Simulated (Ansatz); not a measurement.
## SrSO₄ (F-43m, No. 216, 6 atoms in the cell; start mp-7811; a measured phase of this formula has another space group)

Level of theory: PBEsol (Ansatz, a first-principles code, PAW).

Settings: plane-wave cutoff 500 eV, 10×10×10 k mesh, gaussian smearing 0.02 eV, scalar-relativistic PAW data made under PBE.

Cell (relaxed at this level):

```
CELL_PARAMETERS angstrom
      0.00000     3.55796     3.55796
      3.55796     0.00000     3.55796
      3.55796     3.55796     0.00000
ATOMIC_POSITIONS crystal
  Sr 0.50000 0.50000 0.50000
  S  0.00000 0.00000 0.00000
  O  0.87956 0.87956 0.87956
  O  0.36131 0.87956 0.87956
  O  0.87956 0.87956 0.36131
  O  0.87956 0.36131 0.87956
```

| Property | Value |
|---|---|
| band gap | 3.90 eV (on the SCF k mesh) |

Note: the relaxation could not lower the start's symmetry, so the cell can be a saddle point above a distorted one.

Spin–orbit coupling is not included.

A start named mp-… is a Materials Project structure, which need not be a measured phase.
